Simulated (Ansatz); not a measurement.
An Ansatz (an electronic-structure program) input (r2SCAN (Ansatz), spin-orbit coupling left out, earlier PAW set):

Ansatz 0.2 input:
```yaml
crystal:
  lattice:
    - [3.5065146131, 0, 0]
    - [-1.1688382044, 3.3059736817, 0]
    - [1.1688382044, 1.6529868408, 3.0508696804]
  atoms:
    - { symbol: Na, position: [0, 0, 0] }
basis: { ecutwfc: 500, ecutrho_ratio: 4, xc_grid: 4, fft_grid_basis: typed }
kpoints: { mp_grid: { grid: [22, 22, 22] } }
hamiltonian:
  xc: r2scan
  dispersion: none
  pseudopotentials: { azcp: { folder: ./paw }, kind: paw }
scf: { occupations: { method: fermi_dirac, width: 0.1 } }
relax: { f_tol: 0.005, max_steps: 50, cell: { stress_tol: 0.01, fix: [a, b, gamma] } }
output: { forces: true, stress: true }
checkpoint: { write: state.ck, write_every: 1000 }
```

**Question.** Which symmetry and how many k-points will the program report, and about how many plane waves at Γ?

**Answer.** Space group Fmmm (ITA 69) with 8 operations, k-points 1530 of 10648, and 915 plane waves at Γ.

**Question.** And the final pressure?

**Answer.** 0.55 GPa (compression positive).

The cells carry an imposed strain or load. No phonon test of stability was made. The cell was made from Na in the bcc (W type) structure (space group Im-3m, No. 229) by this change: biaxial strain −4.19 %, plane normal [110], relaxed out of plane.
